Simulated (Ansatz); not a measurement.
## Effective masses and thermopower of ZnO under load (space group P6_3mc)

Consider the following.

```
CELL_PARAMETERS angstrom
      3.19749     0.00000     0.00000
     -1.59874     2.76911     0.00000
      0.00000     0.00000     5.26678
ATOMIC_POSITIONS crystal
  Zn 0.33333 0.66667 0.00065
  Zn 0.66667 0.33333 0.50065
  O  0.33333 0.66667 0.37435
  O  0.66667 0.33333 0.87435
```

Level of theory: r2SCAN with spin-orbit coupling, rigid bands (plane waves, PAW; Ansatz, a program for electronic structure). Condition of this run: biaxial stress in the c plane of 2.2 GPa (compression positive) (the target of the relaxation). Cell: cell and atoms relaxed with PBEsol, then loaded as said.

band gap: 1.21 eV
electron conductivity mass (300 K, dilute): 0.21 (x), 0.21 (y), 0.199 (z) mₑ
hole conductivity mass (300 K, dilute): 1.85 (x), 1.85 (y), 2.7 (z) mₑ
effective density of states N_c (300 K): 2.3e18 cm⁻³
effective density of states N_v (300 K): 7.7e19 cm⁻³
density-of-states mass, electrons: 0.20 mₑ
density-of-states mass, holes: 2.1 mₑ
Seebeck coefficient, n-type 1e19 cm⁻³, 300 K: -116 μV/K
best n-type power factor at 300 K for τ = 10 fs (best axis; densities from 1e16 to 1e21 cm⁻³ tried, whether or not they can be reached): 1.83 μW/(cm·K²) at 1e19 cm⁻³
Seebeck coefficient, p-type 1e19 cm⁻³, 300 K: 433 μV/K

Rigid bands; masses and Seebeck coefficients take one relaxation time τ for all states and one kind of carrier; polarons and phonon drag are left out. Geometry: cell and atoms relaxed with PBEsol.
